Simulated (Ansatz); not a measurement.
Computed paths: interstitial Li in rock-salt PbTe, charge state +1

Defect migration in rock-salt PbTe: interstitial Li, charge state +1. Calculation: PBE, PAW (plane waves to 420 eV; Ansatz, a program for electronic structure).

64-site cell at the relaxed PBE lattice, one k-point at (0.250, 0.250, 0.250), smearing 0.01 eV, spin-restricted, no finite-size correction. Static, classical nuclei. Spin-orbit coupling is left out. The charge state is imposed; whether it is stable for some Fermi level was not computed. Sites that were not tried may lie lower.

Barriers: single points on a 2×2×2 k-point mesh shifted by half a step at the bands' geometries.

```csv
Route,Start site over the lowest site run (eV),Hop (Å),Forward barrier (eV),Backward barrier (eV),Neighbours at the start,Neighbours at the saddle,Saddle order,"Forward, on the band's own sampling (eV)"
Li moves alone to another site,0.00,3.28,0.71,0.71,"3 Pb at 3.12, Pb at 3.13; 3 Te at 2.79, Te at 2.82 Å",2 Pb at 2.79; 2 Te at 2.53 Å,"not checked, on a symmetry element",0.70
```

Paths come from CI-NEB runs.  A band can be held on a symmetry element, so unchecked saddle points there may be too high.

The whole set of runs took very roughly 3 core-hours.
